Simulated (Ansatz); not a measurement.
Results of PBEsol in Ansatz (plane waves, PAW) for 1T (CdI2-type) MgI2.

Rigid layers of the crystal as relaxed at this level are moved apart or together:

```json
[
 {"run": "1", "k mesh": "12×12×6", "layer repeat (Å)": "6.56", "energy against free layers (meV/Å²)": "0.04", "gap on the mesh (eV)": "3.216"},
 {"run": "2", "k mesh": "12×12×6", "layer repeat (Å)": "6.71", "energy against free layers (meV/Å²)": "-1.01", "gap on the mesh (eV)": "3.359"},
 {"run": "3", "k mesh": "12×12×6", "layer repeat (Å)": "6.86", "energy against free layers (meV/Å²)": "-1.50", "gap on the mesh (eV)": "3.478"},
 {"run": "4", "k mesh": "12×12×6", "layer repeat (Å)": "7.06", "energy against free layers (meV/Å²)": "-1.64", "gap on the mesh (eV)": "3.535"},
 {"run": "5", "k mesh": "12×12×6", "layer repeat (Å)": "7.36", "energy against free layers (meV/Å²)": "-1.36", "gap on the mesh (eV)": "3.556"},
 {"run": "6", "k mesh": "12×12×4", "layer repeat (Å)": "7.86", "energy against free layers (meV/Å²)": "-0.74", "gap on the mesh (eV)": "3.581"},
 {"run": "7", "k mesh": "12×12×4", "layer repeat (Å)": "8.86", "energy against free layers (meV/Å²)": "-0.19", "gap on the mesh (eV)": "3.605"},
 {"run": "8", "k mesh": "12×12×4", "layer repeat (Å)": "10.86", "energy against free layers (meV/Å²)": "-0.01", "gap on the mesh (eV)": "3.616"}
]
```

The lowest energy of these points lies at a layer repeat of 7.06 Å.

Spin–orbit coupling is not included.

Note: the cell comes from a level without a dispersion term, which matters for the spacing of layers, chains or molecules.

Ansatz is a quantum-chemistry and plane-wave program.
